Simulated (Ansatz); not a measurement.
**Alloy series in AlN**

Start from AlN in the zinc blende structure (space group F-43m, No. 216; a = 4.370 Å).

The other end (x = 1) is GaN in the zinc blende structure (space group F-43m, No. 216): 11.37 Å³/atom, gap 2.17 eV; this end may not be an ambient phase.

Ga replaces a fraction x of Al; each row is one arrangement (x, atoms in the cell, starting space group or random), fully relaxed.

All numbers come from DFT with r2SCAN, PAW potentials and a 500 eV plane-wave cutoff in Ansatz (a quantum-chemistry and plane-wave program), no spin-orbit coupling.

```tsv
Ga fraction x	volume per atom (Å³/atom)
0	10.430
0.667 (I-4m2, 6 atoms)	?
0.75 (Cm, 8 atoms)	11.131
0.75 (R3m, 8 atoms)	11.136
1	11.374
```

Task: Fit V(x) = (1 − x) V(0) + x V(1) − b x(1 − x) with the ends held (b = 0 is Vegard's rule) to the rows shown and predict the withheld row.

Result: Least squares on the printed values gives b = 0.02 Å³/atom, against 11.060 Å³/atom from the straight line alone (largest residual 0.002 Å³/atom); this predicts 11.054 Å³/atom, and the run gives 11.050 Å³/atom, 0.004 lower.

These are small ordered cells, not random alloys; other orderings at the same x differ. Whether these cells are dynamically stable was not tested. This is not the structure that AlN has at room temperature and ambient pressure. This is not the structure that GaN has at room temperature and ambient pressure.
